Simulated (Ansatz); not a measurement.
```yaml
crystal:
  lattice:
    - [13.00000, 0.00000, 0.00000]
    - [0.00000, 11.00000, 0.00000]
    - [0.00000, 0.00000, 3.14475]
  atoms:
    - { symbol: Li, position: [0.40459, 0.50000, 0.00000] }
    - { symbol: Li, position: [0.59541, 0.50000, 0.50000] }
```

These are PBE (plane waves to 420 eV, PAW; Ansatz, a quantum-chemistry and plane-wave program) values and carry that method's errors. Mesh 1×1×62. No spin polarisation, so a magnetic state wasn't tested. It repeats along c; a and b span vacuum. A model structure. Only distortions within the start's symmetry and period were free. Pairing along the axis, which can open a gap, is among the distortions not tried.

**Question.** Say what this body is, and give its properties.

**Answer.** Free zigzag chain of Li atoms. A hypothetical model.
PBE gap: none (under 0.01 eV)
crossings of the Fermi level between Γ and the zone edge (49 points): 2, each for both spins (ideal conductance 2 × 2e²/h)
